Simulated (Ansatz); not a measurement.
# TiC: stress against strain

TiC (rock salt, Fm-3m, 9.892 Å³/atom at rest) under an equal strain ε in the (001) plane with the normal axis free, as in a coherent film. PBEsol in Ansatz, a plane-wave DFT program (PAW, default set), 420 eV, 23×23×23 Γ-centred mesh, Fermi-Dirac smearing 0.10 eV; ions are relaxed within the symmetry of each cell. Stress is positive for a compressed cell.

Here s stands for strain and y for stress xx.

| strain (%) | stress xx (GPa) |
|---|---|
| -1.50 | 10.20 |
| -1.00 | 6.60 |
| -0.50 | 3.21 |
| 0.00 | 0.00 |
| 0.50 | -3.03 |
| 1.00 | -5.89 |
| 1.50 | -8.58 |
| 3.00 | ? |

The 7 complete rows are fitted with a straight line, y against s. Means: s 0, y 0.359. About the means, the sum of products is -43.780 and the sum of squares of s is 7.0000; the slope is their ratio. Least squares gives y = 0.359 - 6.2543·s. Residuals (row less fit): 0.460, -0.013, -0.276, -0.359, -0.262, 0.005, 0.442; standard error 0.369 (degrees of freedom: 5). The slope gives the biaxial elastic modulus of this plane = 625 ± 14 GPa.

### Question
Estimate the missing y (s = 3.00); what did the run itself give?

### Answer
y = 0.359 - 6.2543 × 3.0 = -18.404 GPa. The calculation gives -15.79 GPa, 2.614 GPa above the prediction (10.1 % of the range of y in the table). The row lies outside the fitted rows, so this is an extrapolation. From the scatter of the fitted rows alone, a prediction at this place has a standard error of 0.575 GPa, so the miss is 4.5 times that.

One order more, fitted to all 13 runs of the series, follows each within 0.10, so the miss is the next term of a smooth law. In a metal these values are sensitive to mesh and smearing; energies are taken to zero smearing, stresses follow the free energy. Rows are the converged runs of the series near zero and its far end; series whose fitted rows scatter by over a few per cent of the range, as at a crossing or softening among them, aren't shown in this form. Most that stay on the fit to the last digits aren't either.
